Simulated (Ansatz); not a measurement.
The parent structure is CsPbCl3 in the cubic perovskite structure (space group Pm-3m, No. 221; a = 5.521 Å). Axes: x, y, z lie along the cube axes.

Perturbation: tensile biaxial strain of 2.40 % in the plane normal to [001], as in epitaxy on a mismatched substrate; the out-of-plane cell vector and the atoms relax.

Level of theory: LDA (Ansatz, a first-principles code; PAW; 420 eV plane waves; no SOC).

Task: Give the band edges at the high-symmetry points of the new zone, measured from its valence-band maximum.

Result: 
| point | valence edge (eV) | conduction edge (eV) |
|---|---|---|
| Γ | -2.50 | 2.96 |
| X | -1.76 | 2.81 |
| M | -0.95 | 2.32 |
| Z | -1.55 | 2.95 |
| R | -0.75 | 2.22 |
| A | 0.00 | 1.64 |

The gap is 1.64 eV, direct at A.

With Pb present, leaving out spin-orbit coupling can change the band edges. Whether these cells are dynamically stable was not tested. Many cubic perovskites are stable only at high temperature; tilts and polar distortions were not tested. This is not the structure that CsPbCl3 has at room temperature and ambient pressure. Labels are those of the standard path for the cell's own space group.
